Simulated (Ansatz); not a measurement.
The starting structures come from a database of crystals and need not be the phases stable at ambient conditions.

The decay constant κ of evanescent states in the gap governs leakage through a thin film.

Consider the following.

```yaml
crystal:
  lattice:
    - [6.54400, 0.01324, 0.00000]
    - [2.36072, 6.44553, 0.00000]
    - [3.27200, 0.00662, 5.66606]
  atoms:
    - { symbol: Nb, position: [0.87379, 0.00000, 0.25242] }
    - { symbol: Nb, position: [0.12621, 0.00000, 0.74758] }
    - { symbol: S, position: [0.14289, 0.68385, 0.00000] }
    - { symbol: S, position: [0.85711, 0.31615, 0.00000] }
    - { symbol: S, position: [0.67077, 0.13448, 0.00000] }
    - { symbol: S, position: [0.32923, 0.86552, 0.00000] }
    - { symbol: Br, position: [0.02728, 0.23833, 0.40627] }
    - { symbol: Br, position: [0.97272, 0.76167, 0.59373] }
    - { symbol: Br, position: [0.56645, 0.76167, 0.40627] }
    - { symbol: Br, position: [0.43355, 0.23833, 0.59373] }
```

Space group of this cell: C2/m. The cell was relaxed by PBE-D3(BJ); by r2SCAN its mean pressure is 1.2 GPa.

Transport runs along the normal of the first two printed cell vectors.

No gap correction and no spin-orbit coupling; mid-gap values are interpolated between computed energies.

**Question.** Compute, with r2SCAN run with Ansatz (a program for electronic structure), the band gap and the smallest decay constant κ at mid-gap.

**Answer.** Gap 1.57 eV on a 6×6×6 mesh; κ = 0.323 1/Å, at (0.500, 0.333) of the in-plane reciprocal vectors. At the zone centre, at the nearest computed energy, the slowest state has κ = 0.39 1/Å.
